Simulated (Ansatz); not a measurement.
AlP (model structure, started from the beta GaS type, P6₃/mmc, No. 194, 8 atoms in the cell): lattice parameter c by level of theory

No measured value is used here.

| level (code) | value (Å) |
|---|---|
| PBE (Ansatz) | 15.626 |
| PBEsol (Ansatz) | 14.140 |
| PBE-D3(BJ) (Ansatz) | 13.466 |

Ansatz's density-functional and Hartree–Fock values are scalar-relativistic unless marked +SOC, with PAW data made under PBE.

A model structure was made by putting elements into a prototype or built by hand; it is no filed structure, need not be a known phase, and can be a saddle point held by its symmetry.

Ansatz is a first-principles code.
